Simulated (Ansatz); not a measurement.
## Al2Cu (I4/mcm, No. 140)

Computed with PBE in Ansatz (plane waves, PAW).

Numerical settings: plane-wave cutoff 520 eV, 14×14×14 k mesh, Fermi–Dirac smearing 0.05 eV, no spin polarisation, scalar-relativistic PAW data made under PBE.

Cell: relaxed at this level.

For Al2Cu (I4/mcm, No. 140), the equilibrium volume per atom is 14.91 Å³/atom, the bulk modulus B0 is 99.8 GPa and the band gap is zero (no gap). The lattice parameter a is 6.057 Å and the c axis length comes out as 4.877 Å. The pressure derivative B′ of the bulk modulus comes out as 4.5.

Note: the bulk modulus comes from volumes at which shape and atoms were relaxed.

Static lattice: no zero-point or thermal effects.

It cost very roughly 12 core-minutes of CPU time.

Ansatz is a first-principles code.
